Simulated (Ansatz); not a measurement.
**Response to strain in MoSi2**

The parent structure is MoSi₂ (space group I4/mmm, No. 139).

```
CELL_PARAMETERS angstrom
     -1.60108     1.60108     3.90975
      1.60108    -1.60108     3.90975
      1.60108     1.60108    -3.90975
ATOMIC_POSITIONS crystal
  Mo 0.00000 0.00000 0.00000
  Si 0.33530 0.33530 0.00000
  Si 0.66470 0.66470 0.00000
```

Cartesian axes are those of the cell as printed.

Strains are applied to the cell and any free atomic positions relax; under biaxial strain the out-of-plane vector relaxes too; under stress the whole cell relaxes.

Level of theory: Ansatz (a program for electronic structure), r2SCAN, PAW, cutoff 500 eV, no SOC, earlier PAW set.

Notes on the quantities. pressure: mean of the normal stresses, compression positive; energy relative to the base: free energy F.

```json
[
 {"change": "base", "pressure": "0.0 GPa", "energy relative to the base": "0 meV/atom", "space group": "I4/mmm (No. 139)"},
 {"change": "biaxial strain −3.60 %, plane normal [001], relaxed out of plane", "pressure": "13.7 GPa", "energy relative to the base": "+58 meV/atom", "space group": "I4/mmm (No. 139)"},
 {"change": "biaxial strain −3.17 %, plane normal [001], relaxed out of plane", "pressure": "11.9 GPa", "energy relative to the base": "+45 meV/atom", "space group": "I4/mmm (No. 139)"},
 {"change": "biaxial strain +0.62 %, plane normal [001], relaxed out of plane", "pressure": "-2.0 GPa", "energy relative to the base": "+1.6 meV/atom", "space group": "I4/mmm (No. 139)"},
 {"change": "isotropic strain +1.01 %", "pressure": "-6.2 GPa", "energy relative to the base": "+8.1 meV/atom", "space group": "I4/mmm (No. 139)"},
 {"change": "isotropic strain +5.23 %", "pressure": "-23.5 GPa", "energy relative to the base": "+187 meV/atom", "space group": "I4/mmm (No. 139)"},
 {"change": "uniaxial strain ε_yy = −1.34 %", "pressure": "(withheld)", "energy relative to the base": "(withheld)", "space group": "Immm (No. 71)"},
 {"change": "uniaxial strain ε_yy = +1.23 %", "pressure": "-2.5 GPa", "energy relative to the base": "+2.6 meV/atom", "space group": "Immm (No. 71)"},
 {"change": "uniaxial stress, 8 GPa compression along x", "pressure": "–", "energy relative to the base": "+6.7 meV/atom", "space group": "Immm (No. 71)"},
 {"change": "uniaxial stress, 0.5 GPa compression along x", "pressure": "–", "energy relative to the base": "0.0 meV/atom", "space group": "Immm (No. 71)"}
]
```

Some entries are withheld; estimate them.


- uniaxial strain ε_yy = −1.34 %, pressure: 2.9 GPa
- uniaxial strain ε_yy = −1.34 %, energy relative to the base: +3.2 meV/atom

The mesh was chosen for an insulator and is coarse for the gapless case. Without a gap, meshes like the base's 14×14×14 leave anisotropic stresses uncertain by several tenths of a GPa, and small strain energies with them. Stability under load was not tested beyond the relaxation. All final runs are without spin polarisation.
